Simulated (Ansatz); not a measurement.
# RuAl: energy against strain

RuAl (CsCl type, Pm-3m, 12.895 Å³/atom at rest, cube axes along x, y and z) under a strain ε along a cube axis (axis z), the other axes held. LDA in Ansatz, a plane-wave DFT program (PAW, default set), 420 eV, 19×19×19 Γ-centred mesh, Fermi-Dirac smearing 0.10 eV; ions are relaxed within the symmetry of each cell.

Here s stands for strain and y for E less E0.

```
strain (%)  E less E0 (meV/atom)
----------  --------------------
-3.00                          ?
-1.50                       3.07
-1.00                       1.29
-0.50                       0.28
0.00                        0.00
0.50                        0.43
1.00                        1.55
1.50                        3.33
```

Q: Fit y against s with a parabola, and predict the withheld value at s = -3.00.

A: Least squares gives y = -0.001 + 0.1036·s + 1.4224·s². Residuals (row less fit): 0.026, -0.028, -0.023, 0.001, 0.024, 0.025, -0.025; standard error 0.031 (degrees of freedom: 4). Twice the quadratic coefficient over the volume, 2 × 1.4224 meV × 10⁴ × 0.1602 / 12.895 Å³, is the elastic constant C11 = 353 ± 3 GPa. At the withheld row, y = -0.001 + 0.1036 × (-3.0) + 1.4224 × (-3.0)² = 12.490 meV/atom. The calculation gives 13.28 meV/atom, 0.790 meV/atom above the prediction (5.9 % of the range of y in the table). The row lies outside the fitted rows, so this is an extrapolation. From the scatter of the fitted rows alone, a prediction at this place has a standard error of 0.117 meV/atom, so the miss is 6.8 times that.

One order more, fitted to all 13 runs of the series, follows each within 0.01, so the miss is the next term of a smooth law. In a metal these values are sensitive to mesh and smearing; energies are taken to zero smearing, stresses follow the free energy. Rows are the converged runs of the series near zero and its far end; series whose fitted rows scatter by over a few per cent of the range, as at a crossing or softening among them, aren't shown in this form. Most that stay on the fit to the last digits aren't either.
